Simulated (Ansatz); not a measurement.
Faces of beta Si3N4 in 1x1 cells, as slabs relaxed from ideal cuts; for each face the lowest of the symmetric, stoichiometric cuts and spin starts that were computed. The slabs keep the symmetry of their cuts; real faces may buckle, or reconstruct in larger cells. No spin-orbit coupling, no Hubbard U.

The numbers are results of PBE (plane waves to 420 eV, PAW; Ansatz, a first-principles code), not measurements.

```csv
face,cell area (Å²),outermost plane spacing of the ideal cut (Å),γ unrelaxed (J/m²),γ relaxed (J/m²),"ionisation potential, top face (eV)"
(0001),50.86,1.46,3.39,___,5.92
(10-10) (N ended outermost),22.43,0.48,3.15,2.31,–
"(10-11) (2 N–Si, 2 Si–Si bonds formed)",55.59,0.29,3.58,2.69,___
"(11-21) (2 N–Si, 2 Si–Si bonds formed; N ended outermost)",64.00,0.19,3.87,___,5.84
```

Q: Complete the blanks.

A: 
- (0001), γ relaxed (J/m²): 2.65
- (10-11) (2 N–Si, 2 Si–Si bonds formed), ionisation potential, top face (eV): 6.26
- (11-21) (2 N–Si, 2 Si–Si bonds formed; N ended outermost), γ relaxed (J/m²): 2.73
